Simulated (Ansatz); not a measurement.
Reference: monolayer SnO, PBE, rigid bands (plane waves, PAW, scalar-relativistic; Ansatz, an electronic-structure program); axes and stresses refer to this cell.

```
CELL_PARAMETERS angstrom
      3.84875     0.00000     0.00000
      0.00000     3.84875     0.00000
      0.00000     0.00000    18.22537
ATOMIC_POSITIONS crystal
  Sn 0.50000 0.00000 0.56448
  Sn 0.00000 0.50000 0.43552
  O  0.00000 0.00000 0.50000
  O  0.50000 0.50000 0.50000
```

* **hole conductivity mass**: 6.9 mₑ
* **band gap**: 3.03 eV
* **electron conductivity mass**: 0.93 mₑ

Q: Change: biaxial strain +1 %. What happens to hole conductivity mass, band gap, electron conductivity mass?

A: hole conductivity mass rises to 7.6 mₑ; band gap drops to 2.90 eV; electron conductivity mass decreases to 0.47 mₑ.

Masses are for dilute carriers at 300 K, harmonic means over directions unless an axis is named. Spin-orbit coupling is left out unless a row names it. The structure type is held under load, also where the real crystal would transform.
